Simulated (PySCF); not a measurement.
PySCF 2.14.0, HF/def2-tzvp, df: CC[N]C, charge -1, multiplicity 1, 12 atoms. The geometry is a generated start, not checked to be a minimum at this level.

```yaml
task: energy
method: hf
basis: def2-tzvp
two_electron_scheme: density fitting
mol.max_memory: 3000 MB
mf.max_cycle: 100
mf.init_guess: minao (default)
mf.DIIS: CDIIS (default)
mf.diis_space: 8 (default)
mf.conv_tol: 1e-09 (default)
basis_functions: 172
```

```xyz
12

C      1.4130     0.5683     0.0748
C      0.5139    -0.6574    -0.3442
N     -0.7339    -0.3795    -0.9066
C     -1.6747     0.0111     0.0515
H      2.3772     0.2344     0.4683
H      1.5847     1.2059    -0.7916
H      0.9047     1.1540     0.8389
H      1.1111    -1.2303    -1.0788
H      0.4619    -1.3014     0.6000
H     -1.5263     1.0358     0.5463
H     -1.7599    -0.6932     0.9491
H     -2.6716     0.0524    -0.4078
```

Charge -1 and multiplicity 1 are set for this test and not shown to be the ground state.

One run each on 2 threads, 1 BLAS thread. Values of level_shift (Hartree) tried: 0 (default), 0.1, 0.3, 1.

Question: How does the count of Fock builds change with level_shift (Hartree), and where is it least?

Answer: Fewest Fock builds, within one of each other: 0 (default) with 12, 0.1 with 13. The count rises to 29 at 1. All converge to one solution.

```tsv
level_shift (Hartree)	Fock builds	end
0 (default)	12	same solution
0.1	13	same solution
0.3	16	same solution
1	29	same solution
```
